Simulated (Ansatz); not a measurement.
Worked example: self-consistent single point of Ba (Im-3m, 1 atom in the cell) in Ansatz (a program for electronic structure).

Level of theory: LDA (PW92), default PAW files made with PBE (plane waves; Ansatz).

```
CELL_PARAMETERS angstrom
     -2.51502     2.51502     2.51502
      2.51502    -2.51502     2.51502
      2.51502     2.51502    -2.51502
ATOMIC_POSITIONS crystal
  Ba 0.00000 0.00000 0.00000
```

Reference input (self-consistent single point, DFT, PBE, plane waves, default PAW files): kpoints.mp_grid.grid = 12 12 12; hamiltonian.xc = pbe; hamiltonian.pseudopotentials = {kind: paw} (the program's default PAW files); scf.occupations.method = gaussian; scf.occupations.width = 0.1 eV. This run's input differs from it in these lines:

Ansatz 0.2 input:
```diff
@@ -11,3 +11,3 @@
 hamiltonian:
-  xc: pbe
+  xc: lda
   pseudopotentials:
```

Output, abridged:

```
SCF iter   1: F=—  HF=-5779.538578 eV  |F-HF|=—  |Δ(HF+E_count)|=         —  Δρ=3.11e-3  dr2=3.11e-3  ethr=1.77e-3  ⟨swp⟩=7.6  Hψ=6415  notcnv=0
all-band conjugate gradients solve this SCF's bands
preconditioner: auto → Kerker (q_TF=auto, 2.004 Å⁻¹)
SCF iter   2: F=—  HF=-5779.538047 eV  |F-HF|=—  |Δ(HF+E_count)|=   5.30e-4  Δρ=1.69e-3  dr2=9.87e-4  ethr=3.11e-5  ⟨swp⟩=2.1  Hψ=1515  notcnv=0
SCF iter   3: F=—  HF=-5779.537964 eV  |F-HF|=—  |Δ(HF+E_count)|=   8.31e-5  Δρ=2.24e-4  dr2=3.66e-5  ethr=9.87e-6  ⟨swp⟩=2.0  Hψ=1016  notcnv=0
SCF iter   4: F=—  HF=-5779.537975 eV  |F-HF|=—  |Δ(HF+E_count)|=   1.04e-5  Δρ=4.82e-5  dr2=1.64e-6  ethr=3.66e-7  ⟨swp⟩=1.9  Hψ=722  notcnv=0
iter 5 did not close the SCF: its close was put off for the readings that it lacked (scf_convergence_deferred on its scf_iter line)
SCF iter   5: F=-5779.537976 eV  HF=-5779.537976 eV  |F-HF|=3.09e-9  |Δ(HF+E_count)|=   7.57e-7  Δρ=9.35e-6  dr2=7.67e-8  ethr=1.64e-8  ⟨swp⟩=2.5  Hψ=1015  notcnv=0
SCF iter   6: F=-5779.537976 eV  HF=-5779.537976 eV  |F-HF|=1.20e-9  |Δ(HF+E_count)|=   7.35e-9  Δρ=2.35e-6  dr2=4.21e-9  ethr=7.67e-10  ⟨swp⟩=3.1  Hψ=2422  notcnv=0
SCF 1 converged in 6 iterations: F = -5779.537976 eV  dr2 = 4.21e-9
Free energy (F): -5779.537976 eV
Internal energy: -5779.531292 eV  (E = F + TS)
E sigma→0 (E₀):  -5779.534634 eV
Entropy (-TS):   -0.006684 eV (-6.684 meV/atom)
Fermi energy:    5.522227 eV
--- Forces (eV/Å), atoms counted from 1 ---
  atom   1  Ba     0.00000000    -0.00000000    -0.00000000
--- Stress (GPa, compression-positive) ---
       -1.349370      -0.000000       0.000000
        0.000000      -1.349370       0.000000
        0.000000       0.000000      -1.349370
  P = ⅓ Tr σ = -1.3494 GPa (-13.494 kbar)
  The stress holds the Pulay correction. Without it, at fixed plane waves, as pw.x and ABINIT print it: P = -1.3505 GPa
```

The run converged in 6 iterations. Against the reference run the pressure goes from -0.05 to -1.35 GPa.

The starting cell has typed, rounded lattice constants, without a prior relaxation at this level. Its lattice was rescaled by a random factor within 2.5 % of one. Ansatz's pressure includes its estimate of the finite-basis (Pulay) stress.
